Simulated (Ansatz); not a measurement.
Calculation: PBE (plane waves to 420 eV, PAW; Ansatz, a first-principles code).

Planar average of the electrostatic potential across the slab, in eV from the Fermi level, for a constructed model of the (100) surface of rock-salt TaC, a layer of Ti, one atom over each Ta (bottom of the slab: a bare face, its two planes held):

(z (Å), V (eV)): (3.73, 3.38); (4.02, 3.38); (4.31, 3.38); (4.59, 3.37); (4.88, 3.36); (5.17, 3.34); (5.45, 3.30); (5.74, 3.23); (6.03, 3.09); (6.31, 2.81); (6.60, 2.25); (6.89, 1.11); (7.18, -1.29); (7.46, -6.13); (7.75, -14.09); (8.04, -21.93); (8.32, -22.51); (8.61, -15.34); (8.90, -7.42); (9.19, -3.27); (9.47, -3.53); (9.76, -8.13); (10.05, -16.47); (10.33, -23.30); (10.62, -21.86); (10.91, -13.73); (11.19, -6.49); (11.48, -3.27); (11.77, -4.61); (12.06, -9.97); (12.34, -18.47); (12.63, -23.73); (12.92, -20.24); (13.20, -11.59); (13.49, -5.14); (13.78, -2.81); (14.06, -5.07); (14.35, -11.50); (14.64, -20.18); (14.93, -23.74); (15.21, -18.52); (15.50, -10.05); (15.79, -4.71); (16.07, -3.42); (16.36, -6.67); (16.65, -13.72); (16.94, -21.77); (17.22, -23.29); (17.51, -16.46); (17.80, -8.08); (18.08, -3.75); (18.37, -4.07); (18.66, -8.30); (18.94, -15.20); (19.23, -21.74); (19.52, -21.55); (19.81, -13.89); (20.09, -5.07); (20.38, 0.01); (20.67, 1.74); (20.95, 1.38); (21.24, -0.85); (21.53, -4.91); (21.81, -8.07); (22.10, -9.05); (22.39, -8.22); (22.68, -5.43); (22.96, -1.59); (23.25, 0.96); (23.54, 2.24); (23.82, 2.95); (24.11, 3.35); (24.40, 3.56); (24.69, 3.67); (24.97, 3.73); (25.26, 3.76); (25.55, 3.78); (25.83, 3.79); (26.12, 3.79); (26.41, 3.79)

Slab: 13 atoms, 14.6 Å thick at the start; k 12x12x1, smearing 0.1 eV, dipole-corrected; 4 atoms held, the rest relaxed; symmetry of the start imposed; no spin, no spin-orbit, no U. In PBE it lies 2.36 eV a 1x1 cell over the lowest computed structure of the same composition (a layer of Ti, one atom over each C).

### Question
The surface cell has an area of 10.02 Å². What dipole along the normal does the step between the two vacuum levels imply?

### Answer
the top vacuum level lies 0.41 eV above the bottom one; p = −ε₀ A ΔV (ε₀ = 0.005526 e/(V·Å)) gives -0.02 e·Å a cell.
